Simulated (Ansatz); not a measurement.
Functionals compared on CO on the 1x1 (111) surface of fcc Pd, one in a 2x2 cell, started at the site 'hollow Pd-Pd-Pd over Pd at depth 4.5 Å', in Ansatz (plane waves, PAW). The structure was relaxed with PBE; the other rows are single points on it, each with its references at the same level. Cutoff 420 eV (500 eV for r2SCAN).

Slab: 18 atoms, 6.8 Å thick at the start under the adsorbate (thin: gaps and levels are the slab's own); k 6x6x1, smearing 0.1 eV, dipole-corrected; 8 atoms held, the rest relaxed; held to the start's symmetry, so lower structures may exist; no spin, no spin-orbit, no U, no dispersion correction. At the end it is bonded to 3 Pd. In PBE it is, or lies within 0.03 eV of, the lowest of the starts that converged. These notes are the PBE run's. Adsorption energies are against CO(g). A negative adsorption energy means that the adsorbate is more stable on the surface than in its reference.

| functional | adsorption energy (eV) | work function of the top face (eV) | change of the work function (eV) | rough cost of the single point |
|---|---|---|---|---|
| PBE | -1.99 | 6.18 | 0.95 | – |
| RPBE | [?] | [?] | [?] | very roughly 60 core-seconds |
| r2SCAN | -2.18 | 6.30 | 1.07 | very roughly 3 core-minutes |

**Question.** What belongs in the gaps?

**Answer.** 
- RPBE, adsorption energy (eV): -1.59
- RPBE, work function of the top face (eV): 6.03
- RPBE, change of the work function (eV): 0.99

Ansatz is an electronic-structure program.
